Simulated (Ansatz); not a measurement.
```yaml
crystal:
  lattice:
    - [19.00000, 0.00000, 0.00000]
    - [0.00000, 14.50000, 0.00000]
    - [0.00000, 0.00000, 5.44958]
  atoms:
    - { symbol: S, position: [0.28563, 0.39289, 0.65791] }
    - { symbol: Mo, position: [0.29982, 0.50000, 0.35297] }
    - { symbol: S, position: [0.28563, 0.60711, 0.65791] }
    - { symbol: S, position: [0.37525, 0.38944, 0.16255] }
    - { symbol: Mo, position: [0.36956, 0.50000, 0.84227] }
    - { symbol: S, position: [0.37525, 0.61056, 0.16255] }
    - { symbol: S, position: [0.45574, 0.39411, 0.66804] }
    - { symbol: Mo, position: [0.45786, 0.50000, 0.32777] }
    - { symbol: S, position: [0.45574, 0.60589, 0.66804] }
    - { symbol: S, position: [0.54426, 0.39411, 0.16804] }
    - { symbol: Mo, position: [0.54214, 0.50000, 0.82777] }
    - { symbol: S, position: [0.54426, 0.60589, 0.16804] }
    - { symbol: S, position: [0.62475, 0.38944, 0.66255] }
    - { symbol: Mo, position: [0.63044, 0.50000, 0.34227] }
    - { symbol: S, position: [0.62475, 0.61056, 0.66255] }
    - { symbol: S, position: [0.71437, 0.39289, 0.15791] }
    - { symbol: Mo, position: [0.70018, 0.50000, 0.85297] }
    - { symbol: S, position: [0.71437, 0.60711, 0.15791] }
```

These are PBE (plane waves to 420 eV, PAW; Ansatz, a program for electronic structure) values and carry that method's errors. Mesh 1×1×6. No spin polarisation, so a magnetic state wasn't tested. Periodic along z alone, with about 11 Å of vacuum beside it. An idealised model, cut from the flat sheet. Only distortions within the start's symmetry and period were free. Values not marked SOC lack spin–orbit coupling.

Question: Tabulate the two highest filled and two lowest empty levels along the axis, from the valence top.

Answer: 
| k (2π/c) | v2 (eV) | v1 (eV) | c1 (eV) | c2 (eV) |
|---|---|---|---|---|
| 0.000 | -0.18 | 0.00 | 0.49 | 0.50 |
| 0.042 | -0.19 | 0.00 | 0.50 | 0.50 |
| 0.083 | -0.20 | -0.01 | 0.49 | 0.53 |
| 0.125 | -0.21 | -0.04 | 0.48 | 0.58 |
| 0.167 | -0.23 | -0.07 | 0.47 | 0.61 |
| 0.208 | -0.24 | -0.10 | 0.46 | 0.62 |
| 0.250 | -0.23 | -0.14 | 0.46 | 0.63 |
| 0.292 | -0.23 | -0.17 | 0.47 | 0.63 |
| 0.333 | -0.23 | -0.20 | 0.49 | 0.64 |
| 0.375 | -0.24 | -0.22 | 0.51 | 0.63 |
| 0.417 | -0.25 | -0.23 | 0.54 | 0.62 |
| 0.458 | -0.24 | -0.23 | 0.56 | 0.61 |
| 0.500 | -0.24 | -0.24 | 0.59 | 0.59 |
